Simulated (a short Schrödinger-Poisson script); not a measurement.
Stack: gated In0.52Al0.48As/In0.53Ga0.47As δ-doped gas in a quantum well, at 300 K.

| layer | material | thickness (nm) | Na (cm⁻³) |
|---|---|---|---|
| 1 | In0.52Al0.48As | 10 | - |
| 2 | In0.52Al0.48As | 3 | - |
| 3 | In0.53Ga0.47As | 6 | - |
| 4 | In0.52Al0.48As | 4000 | 3e14 |

Constants are typed, rounded textbook-type inputs, not results; the design itself was drawn at random and stands for no fabricated device. In0.52Al0.48As: permittivity 12.5, conduction-band edge (eV) 0.52, gap (eV) 1.45, electron mass (mₑ) 0.075, Nv at 300 K (cm⁻³) 1.1e19. In0.53Ga0.47As: permittivity 13.9, conduction-band edge (eV) 0, gap (eV) 0.74, Nv at 300 K (cm⁻³) 7.7e18.

Channel valleys (confinement mass, in-plane density-of-states mass, number): Γ 0.041, 0.041, 1. At the gate the conduction-band edge of layer 1 lies 0.65 eV − eVg above the Fermi level of the channel; the field vanishes at the back. Sheet of ionised δ-doping: +4.1e12 e/cm² at 10 nm from the gate. The barrier under the gate holds no holes. Gaps are held at their typed values at every temperature. Mesh 0.08 nm at interfaces.

From a short Schrödinger-Poisson script (our own, NumPy): 1D Poisson equation in equilibrium, electrons quantum, Hartree plus LDA exchange-correlation (BenDaniel-Duke, 40 states a valley, the channel's in-plane mass for all, wave functions free to enter the barrier), parabolic valleys, classical holes, full ionisation, no traps, pinning or gate leakage.

The same stack at other levels of the model or other numerical settings:

| run | sheet density of all electrons at Vg = 0.4 V (cm⁻²) | sheet density of all electrons at Vg = -0.1 V (cm⁻²) | capacitance at Vg = 0.4 V (μF/cm²) | centroid of the channel electrons at Vg = 0.4 V (nm) | rough cost against the base |
|---|---|---|---|---|---|
| base | 2.86e12 | 9.83e11 | 0.614 | 2.72 | about 1 |
| electrons treated as classical, Boltzmann | 3.80e12 | (withheld) | 0.795 | (withheld) | 0.02 |
| electrons treated as classical, Fermi-Dirac | 2.84e12 | 1.06e12 | 0.602 | 2.70 | 0.07 |
| electrons treated as quantum, Hartree | 2.79e12 | (withheld) | 0.610 | 2.73 | 0.6 |
| mesh six times as coarse | 2.86e12 | 9.78e11 | 0.615 | 2.70 | 0.3 |
| one subband a valley | 2.86e12 | 9.83e11 | 0.609 | 2.72 | 0.3 |

**Question.** Fill in the missing entries.

**Answer.** 
- electrons treated as quantum, Hartree, sheet density of all electrons at Vg = -0.1 V (cm⁻²): 9.34e11
- electrons treated as classical, Boltzmann, centroid of the channel electrons at Vg = 0.4 V (nm): 1.54
- electrons treated as classical, Boltzmann, sheet density of all electrons at Vg = -0.1 V (cm⁻²): 1.40e12

The classical rows ignore confinement, and Boltzmann statistics overrate the density once the band edge passes the Fermi level.
